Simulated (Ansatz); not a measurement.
Where the default PAW files enter, the runs use the earlier of Ansatz's two default sets.

By PBEsol, the system below comes out a metal.

The ballistic (Sharvin) conductance counts the channels at the Fermi level: G/A = (e²/h) × channels of both spins per area.

Given:

```xyz
6
Lattice="4.7790 0.0000 0.0000 2.3895 4.2629 0.0000 2.3895 0.0000 3.9940" Properties=species:S:1:pos:R:3 pbc="T T T"
Ti     2.3895     0.0000     0.0000
Ti     5.9738     2.1315     1.9970
Si     2.3895     0.0000     2.6954
Si     4.7790     0.0000     1.2986
Si     3.5843     2.1315     3.2956
Si     3.5843     2.1315     0.6984
```

Space group of this cell: Fddd. The cell is strained (lengths along the current scaled by 0.97, ions clamped); by PBEsol its mean pressure is 2.2 GPa.

The current flows along the normal of the first two printed cell vectors. No spin-orbit coupling; the value is a mean over 0.1 eV about the Fermi level.

**Question.** Compute, with PBEsol (Ansatz, a quantum-chemistry and plane-wave program), the ballistic conductance per area.

**Answer.** 0.59 × 10¹⁵ S/m² for both spins.
